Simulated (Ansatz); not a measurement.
**AlCo: pressure series**

Take AlCo in the CsCl type structure (space group Pm-3m, No. 221; a = 2.8228 Å; non-magnetic) as the base.

Cell and atoms are relaxed at each pressure.

Calculations: PBEsol in Ansatz (plane waves to 420 eV, PAW, no spin-orbit coupling).

| pressure (GPa) | volume per atom (Å³/atom) |
|---|---|
| -2 | 11.364 |
| -1 | 11.304 |
| 0 | 11.246 |
| 1.8 | 11.144 |
| 4.2 | 11.014 |
| 9 | ? |
| 18 | 10.394 |
| 30 | 9.972 |
| 60 | 9.188 |

Q: Fit the third-order Birch–Murnaghan form P(V) = (3B₀/2)[(V₀/V)^(7/3) − (V₀/V)^(5/3)]·[1 + (3/4)(B₀′ − 4)((V₀/V)^(2/3) − 1)] (squares taken in P) to the rows shown and predict the withheld row.

A: Least squares on the printed values gives V₀ = 11.245 Å³/atom, B₀ = 194 GPa, B₀′ = 4.2; this predicts 10.778 Å³/atom, and the run gives 10.778 Å³/atom, in agreement.

Measured bulk modulus of AlCo: 162 GPa (room temperature; as listed in Yamada, Ryo, Mohri, Tetsuo, arXiv (2019)); the computed value is for a static lattice, so the two differ by thermal effects too.

Load acts through the strain it causes; cell and atoms are relaxed under it. Stability against distortions was not tested. Competing high-pressure phases were not computed. Starting moments died away, wholly or in part, for the base; another magnetic solution may exist. All final runs are without spin polarisation.

Ansatz is a first-principles code.
